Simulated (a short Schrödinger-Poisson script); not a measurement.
Stack: gated Al0.4Ga0.6N/GaN polarisation-induced gas, at 77 K.

| layer | material | thickness (nm) | Na (cm⁻³) |
|---|---|---|---|
| 1 | Al0.4Ga0.6N | 30 | - |
| 2 | GaN | 6000 | 4e15 |

Constants are typed, rounded textbook-type inputs, not results; the design itself was drawn at random and stands for no fabricated device. Al0.4Ga0.6N: permittivity 9.26, conduction-band edge (eV) 0.58, gap (eV) 4.258, electron mass (mₑ) 0.248, Nv at 300 K (cm⁻³) 4.6e19. GaN: permittivity 9.5, conduction-band edge (eV) 0, gap (eV) 3.43, Nv at 300 K (cm⁻³) 4.6e19.

Channel valleys (confinement mass, in-plane density-of-states mass, number): Γ 0.2, 0.2, 1. At the gate the conduction-band edge of layer 1 lies 1.36 eV − eVg above the Fermi level of the channel; the field vanishes at the back. Sheet of polarisation charge: +2e13 e/cm² at 30 nm from the gate. The barrier under the gate holds no holes. Gaps are held at their typed values at every temperature. Mesh 0.08 nm at interfaces.

From a short Schrödinger-Poisson script (our own, NumPy): 1D Poisson equation in equilibrium, electrons quantum, Hartree plus LDA exchange-correlation (BenDaniel-Duke, 40 states a valley, the channel's in-plane mass for all, wave functions free to enter the barrier), parabolic valleys, classical holes, full ionisation, no traps, pinning or gate leakage.

The same stack at other levels of the model or other numerical settings:

```
run                                          sheet density of all electrons at Vg = 0.5 V (cm⁻²)  sheet density of all electrons at Vg = -6.5 V (cm⁻²)  capacitance at Vg = 0.5 V (μF/cm²)  centroid of the channel electrons at Vg = 0.5 V (nm)  rough cost against the base
-------------------------------------------  ---------------------------------------------------  ----------------------------------------------------  ----------------------------------  ----------------------------------------------------  ---------------------------
base                                                                                     1.83e13                                               6.77e12                               0.267                                                  1.42                      about 1
electrons treated as classical, Boltzmann                                                      …                                               7.10e12                               0.272                                                  0.18                        0.007
electrons treated as classical, Fermi-Dirac                                              1.82e13                                               6.77e12                               0.263                                                  1.35                         0.04
electrons treated as quantum, Hartree                                                    1.82e13                                               6.69e12                               0.267                                                     …                          0.5
mesh six times as coarse                                                                 1.83e13                                               6.76e12                               0.268                                                  1.36                          0.2
one subband a valley                                                                     1.83e13                                               6.76e12                               0.266                                                     …                          0.2
```

Fill in the missing entries.


- one subband a valley, centroid of the channel electrons at Vg = 0.5 V (nm): 1.19
- electrons treated as quantum, Hartree, centroid of the channel electrons at Vg = 0.5 V (nm): 1.53
- electrons treated as classical, Boltzmann, sheet density of all electrons at Vg = 0.5 V (cm⁻²): 1.90e13

The classical rows ignore confinement, and Boltzmann statistics overrate the density once the band edge passes the Fermi level.
